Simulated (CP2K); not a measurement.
Band structure of Lu2Ga3Cu (P3m1, 6 atoms in the cell).

```xyz
6
Lattice="4.2820 0.0000 0.0000 -2.1410 3.7083 0.0000 0.0000 0.0000 6.9800" Properties=species:S:1:pos:R:3 pbc="T T T"
Lu     2.1410     1.2361     5.0966
Lu     2.1410     1.2361     1.8255
Ga     0.0000     0.0000     3.3203
Ga     0.0000     0.0000     0.3262
Ga     0.0000     2.4722     6.6111
Cu     0.0000     2.4722     3.7602
```

Computed with LDA (Pade form), GPW, DZVP-MOLOPT-SR-GTH basis, GTH-PADE potentials (GTH_POTENTIALS) (CP2K).

Settings: CUTOFF = 600 Ry; REL_CUTOFF = 40 Ry; SMEAR/METHOD = GAUSSIAN; SIGMA = 0.136 eV; KPOINTS/SCHEME = MONKHORST-PACK 6 6 3; GAMMA_CENTERED = T; XC_FUNCTIONAL = PADE; Lu/BASIS_SET = DZVP-MOLOPT-SR-GTH-q25; Lu/POTENTIAL = GTH-PADE-q25; Ga/BASIS_SET = DZVP-MOLOPT-SR-GTH-q13; Ga/POTENTIAL = GTH-PADE-q13; Cu/BASIS_SET = DZVP-MOLOPT-SR-GTH-q11; Cu/POTENTIAL = GTH-PADE-q11; METHOD = GPW.

The starting cell comes from a database of computed structures (which also holds hypothetical and non-ambient phases and stackings), without a prior relaxation at this level. Spin-orbit coupling is off. Spin polarisation is off. Values carry the incompleteness of an atom-centred basis.

Levels in eV from the Fermi level, bands 47 to 52:
```
point     47     48     49     50     51    52
-----  -----  -----  -----  -----  -----  ----
Γ      -1.21   0.05   0.75   0.75   1.00  1.88
M      -2.20  -1.95  -1.71  -0.66  -0.36  1.76
K      -2.93  -1.73  -1.36  -1.25   1.72  1.93
A      -0.57  -0.57  -0.07  -0.07   1.24  1.37
L      -1.84  -1.45  -0.82  -0.46   0.23  1.09
H      -2.91  -2.50  -1.06  -0.60   0.59  1.31
```

Bands cross the Fermi level along this path, so the cell is metallic at this level.

Higher empty bands are left out: an atom-centred basis made for the valence describes them poorly.
